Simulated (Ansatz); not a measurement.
The starting structures come from a database of crystals and need not be the phases stable at ambient conditions.

The decay constant κ of evanescent states in the gap governs leakage through a thin film.

Given:

```xyz
20
Lattice="5.6204 0.0000 0.0000 0.0000 7.9878 0.0000 0.0000 0.0000 5.5274" Properties=species:S:1:pos:R:3 pbc="T T T"
In     2.6494     7.0713     1.3682
In     2.9710     0.9164     4.1592
In     5.4596     4.9103     1.3955
In     0.1608     3.0774     4.1319
In     2.9710     3.0774     1.3955
In     2.6494     4.9103     4.1319
In     0.1608     0.9164     1.3682
In     5.4596     7.0713     4.1592
O      2.2227     1.2030     2.1565
O      3.3976     6.7847     3.3709
O      5.0329     2.7908     0.6072
O      0.5874     5.1969     4.9203
O      3.3976     5.1969     0.6072
O      2.2227     2.7908     4.9203
O      0.5874     6.7847     2.1565
O      5.0329     1.2030     3.3709
O      1.4051     0.0000     5.2918
O      4.2153     0.0000     0.2356
O      4.2153     3.9939     2.9994
O      1.4051     3.9939     2.5281
```

Space group of this cell: Pbcn. The cell is taken as given; by r2SCAN its mean pressure is -1.0 GPa.

Transport runs along the normal of the first two printed cell vectors.

The gap is the functional's own. No spin-orbit coupling. Mid-gap values are interpolated on the energy grid.

Question: Predict the band gap and the smallest decay constant κ at mid-gap from Ansatz (a program for electronic structure) with r2SCAN.

Answer: Gap 1.55 eV on a 6×4×6 mesh; κ = 0.151 1/Å, at the zone centre.
